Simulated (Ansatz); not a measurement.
Sn on the 1x1 (111) surface of fcc Ir, one in a 3x3 cell, energies for each (58.4 Å²). Energies are against an atom of beta tin, without zero-point or thermal terms; each row is named by its start. No converged result for: 1 more start.

Method: PBE (plane waves to 420 eV, PAW; Ansatz, a first-principles code).

Model: 37-atom slab, 6.6 Å thick at the start under the adsorbate (thin: gaps and levels are the slab's own), 4x4x1 mesh, Fermi-Dirac 0.1 eV, dipole correction, 18 atoms held, the rest relaxed; each run with such symmetry as its start has; no spin, no spin-orbit, no U, no dispersion correction.

A negative adsorption energy means that the adsorbate is more stable on the surface than in its reference. Heights count from the host atoms within 0.3 Å of the top one.

```tsv
starting site	E_ads (eV)	height (Å)	nearest host atom (Å)	bonded to	Δ work function (eV)	lateral drift (Å)
hollow Ir-Ir-Ir over Ir at depth 2.2 Å	-1.41	2.21	Ir 2.73	3 Ir	-0.70	0.0
hollow Ir-Ir-Ir over Ir at depth 4.4 Å	-1.41	2.23	Ir 2.73	3 Ir	-0.69	0.0
```
